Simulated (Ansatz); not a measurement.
Results of HSE06 (Ansatz, a first-principles code, PAW) for ZnO (model structure, started from the NiAs type, P6₃/mmc, No. 194, 4 atoms in the cell).

Settings: plane-wave cutoff 460 eV, 9×9×6 k mesh (along the axes of the cell as run), Fermi–Dirac smearing 0.01 eV, scalar-relativistic PAW data made under PBE.

Cell (relaxed with PBEsol):

ZnO has the hexagonal space group P6₃/mmc (No. 194), the NiAs type structure, Pearson symbol hP4. Lattice parameters: a = b = 2.9772 Å, c = 5.1178 Å, α = β = 90.00°, γ = 120.00°. Zn on 2a sees 6 O at 2.143 Å (octahedral). O on 2c has 6 Zn at 2.143 Å (trigonal prismatic). (Neighbours: up to the widest gap in distance over summed covalent radii, below 1.35, at either atom; cation-cation and far metal-metal contacts left out.)

Problem. Estimate the band gap that the calculation returns.

Solution. 
- band gap: 2.51 eV (on the SCF k mesh)

Note: the relaxation could raise the start's symmetry but not lower it, so the cell can be a saddle point; cell and atoms aren't relaxed at this level (pressure 1.1 GPa).

A model structure was made by putting elements into a prototype or built by hand; it is no filed structure, need not be a known phase, and can be a saddle point held by its symmetry.
